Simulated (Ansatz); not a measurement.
## Ti₄AlN₃ (P6₃/mmc, No. 194), bulk modulus

Reference value: 216 ± 2 GPa (measured, room temperature, not corrected to a static lattice; as tabulated in High pressure study of Ti4AlN3 to 55 GPa).

**Question.** What do LDA, BLYP, PBEsol, PBEsol-D3(BJ), rVV10 give, and how far is each from the reference?

**Answer.** 
| level (code) | value (GPa) | cell (Å³/atom) | difference (%) |
|---|---|---|---|
| LDA (Ansatz) | 223 | 10.79 | +3.2 |
| BLYP (Ansatz) | 180 | 11.75 | -16.7 |
| PBEsol (Ansatz) | 211 | 11.05 | -2.3 |
| PBEsol-D3(BJ) (Ansatz) | 227 | 10.73 | +5.1 |
| rVV10 (Ansatz) | 195 | 11.53 | -9.7 |

The reference is not for a static lattice or low temperature, so close values are not ranked against it.

The measured value isn't corrected to a static lattice, so vibrations enter the comparison. A static lattice is as a rule stiffer than a warm one, by over a tenth in soft solids. The crystal itself was run without spin with LDA, BLYP, PBEsol, PBEsol-D3(BJ), rVV10; a magnetic state was not tried in these runs. LDA, BLYP, PBEsol, PBEsol-D3(BJ), rVV10: the run has no spin polarisation, so it can have missed a magnetic state. Each level is taken at its own relaxed cell. Ansatz's density-functional and Hartree–Fock values are scalar-relativistic unless marked +SOC, with PAW data made under PBE.

Differences are worked out from the printed values.

Ansatz is a first-principles code.
